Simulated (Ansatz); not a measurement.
Consider CaSi₂ (space group R-3m, No. 166; a = 3.851 Å, c = 29.809 Å (hexagonal axes); a cell from a computed database, its experimental status unchecked). Axes: x lies along a and z along c of the hexagonal cell.

The values are results of PBEsol/PAW in Ansatz (a program for electronic structure), no SOC, not measurements.

Strains are applied to the cell and any free atomic positions relax; under biaxial strain the out-of-plane vector relaxes too.

One change was made to it. Results:

```csv
quantity,base,after
energy relative to the base (free energy F),0 meV/atom,+0.1 meV/atom
"pressure (mean of the normal stresses, compression positive)",0.0 GPa,0.0 GPa
shortest interatomic distance,2.362 Å,2.360 Å
```

Name the change that was made.
(A) strain tensor (xx, yy, zz, yz, xz, xy) = (−0.90, +1.39, +1.22, −0.08, −0.32, +0.80) %
(B) tensor shear ε_xy = −0.25 %
(C) tensor shear ε_yz = +1.39 %
(D) biaxial strain −4.80 %, plane normal [001], relaxed out of plane

B, tensor shear ε_xy = −0.25 %. For comparison, the energy relative to the base in the other runs: biaxial strain −4.80 %, plane normal [001], relaxed out of plane gives +54 meV/atom; strain tensor (xx, yy, zz, yz, xz, xy) = (−0.90, +1.39, +1.22, −0.08, −0.32, +0.80) % gives +3.3 meV/atom; tensor shear ε_yz = +1.39 % gives +2.5 meV/atom.

Without a gap, meshes like the base's 14×14×14 leave anisotropic stresses uncertain by several tenths of a GPa, and small strain energies with them. Whether these cells are dynamically stable was not tested. The final runs are not spin-polarised.
